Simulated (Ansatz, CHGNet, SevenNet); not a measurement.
## GaN (model structure, started from the CsCl type, Pm-3m, No. 221, 2 atoms in the cell): equilibrium lattice constant a by level of theory

No measured value is used here.

```csv
level (code),value (Å)
CHGNet 0.3.0,2.768
CHGNet-r²SCAN,2.672
SevenNet-0,2.724
LDA (Ansatz),2.676
PBE (Ansatz),2.741
PBEsol (Ansatz),2.702
PBE-D3(BJ) (Ansatz),2.714
r²SCAN (Ansatz),2.699
r²SCAN+rVV10 (Ansatz),2.692
```

CHGNet 0.3.0, SevenNet-0: the cell moved over 20 % in volume from its start. Cutoffs differ between the levels. Ansatz's density-functional and Hartree–Fock values are scalar-relativistic unless marked +SOC, with PAW data made under PBE.

Machine-learned potentials (CHGNet 0.3.0, CHGNet-r²SCAN, SevenNet-0) are trained on DFT data: a solid inside that data is no test of them.

A model structure was made by putting elements into a prototype or built by hand; it is no filed structure, need not be a known phase, and can be a saddle point held by its symmetry.

Ansatz is a program for electronic structure.
